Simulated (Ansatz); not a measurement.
Here is the system:

```
CELL_PARAMETERS angstrom
      0.00000     2.71029     2.71029
      2.71029     0.00000     2.71029
      2.71029     2.71029     0.00000
ATOMIC_POSITIONS crystal
  Ca 0.00000 0.00000 0.00000
  F  0.75000 0.75000 0.75000
  F  0.25000 0.25000 0.25000
```

Computed with PBEsol, rigid bands (plane waves, PAW, scalar-relativistic; Ansatz, a quantum-chemistry and plane-wave program). Cell: cell and atoms relaxed with PBEsol.

Task: Predict the hole conductivity mass (n e² τ/σ) at 300 K, by direction if it differs.

Result: 2.0 mₑ.

Task: Predict the electron conductivity mass (n e² τ/σ) at 300 K, by direction if it differs.

Result: 0.56 mₑ.

Task: And the band gap?

Result: 7.25 eV at this level; semilocal functionals usually fall short of the measured gap.

Rigid bands, one relaxation time for all states, no polarons. Spin-orbit coupling is left out; where it splits the top of the valence band it changes the hole mass and lowers the gap by about a third of the splitting.
